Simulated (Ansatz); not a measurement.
(CsSnBr3)1/(CsCaBr3)8 cubic perovskite (001) superlattice on CsSnBr3 (CsSnBr3 and CsCaBr3 held in this type, which need not be the stable form; untilted and non-polar, as the cell's symmetry holds it, where a distortion can lie lower), space group P4/mmm.

The geometry comes from a PBE relaxation.

```
CELL_PARAMETERS angstrom
      5.89000     0.00000     0.00000
      0.00000     5.89000     0.00000
      0.00000     0.00000    51.69294
ATOMIC_POSITIONS crystal
  Cs 0.00000 0.00000 0.00008
  Br 0.50000 0.50000 0.99997
  Sn 0.50000 0.50000 0.05732
  Br 0.50000 0.00000 0.05732
  Br 0.00000 0.50000 0.05732
  Cs 0.00000 0.00000 0.11456
  Br 0.50000 0.50000 0.11467
  Ca 0.50000 0.50000 0.17011
  Br 0.50000 0.00000 0.17002
  Br 0.00000 0.50000 0.17002
  Cs 0.00000 0.00000 0.22540
  Br 0.50000 0.50000 0.22541
  Ca 0.50000 0.50000 0.28075
  Br 0.50000 0.00000 0.28074
  Br 0.00000 0.50000 0.28074
  Cs 0.00000 0.00000 0.33605
  Br 0.50000 0.50000 0.33606
  Ca 0.50000 0.50000 0.39138
  Br 0.50000 0.00000 0.39137
  Br 0.00000 0.50000 0.39137
  Cs 0.00000 0.00000 0.44669
  Br 0.50000 0.50000 0.44669
  Ca 0.50000 0.50000 0.50201
  Br 0.50000 0.00000 0.50200
  Br 0.00000 0.50000 0.50200
  Cs 0.00000 0.00000 0.55732
  Br 0.50000 0.50000 0.55732
  Ca 0.50000 0.50000 0.61263
  Br 0.50000 0.00000 0.61264
  Br 0.00000 0.50000 0.61264
  Cs 0.00000 0.00000 0.66795
  Br 0.50000 0.50000 0.66795
  Ca 0.50000 0.50000 0.72326
  Br 0.50000 0.00000 0.72327
  Br 0.00000 0.50000 0.72327
  Cs 0.00000 0.00000 0.77859
  Br 0.50000 0.50000 0.77858
  Ca 0.50000 0.50000 0.83389
  Br 0.50000 0.00000 0.83390
  Br 0.00000 0.50000 0.83390
  Cs 0.00000 0.00000 0.88924
  Br 0.50000 0.50000 0.88923
  Ca 0.50000 0.50000 0.94453
  Br 0.50000 0.00000 0.94463
  Br 0.00000 0.50000 0.94463
```

The numbers are results of HSE06 (plane waves to 420 eV, PAW; Ansatz, a first-principles code), not measurements. Scalar-relativistic, without spin–orbit coupling. Its k-point mesh 3×3×1, Fermi–Dirac width 0.01 eV. HSE06 ran on meshes of its own (3×3×1); its edges and gaps are taken over the mesh and over extra points off it, mostly where PBE has its edges.

Problem. List the levels next to the gap at (0.500, 0.500, 0.000) of this cell's own (folded) zone, from the top of the valence band (the table ends after a fixed count of bands, which can cut a degenerate set).

Solution. 
```
band  E − E_v (eV)
----  ------------
v4          -2.186
v3          -2.172
v2          -2.172
v1           0.000
c1           1.927
c2           1.927
c3           2.958
c4           4.938
```
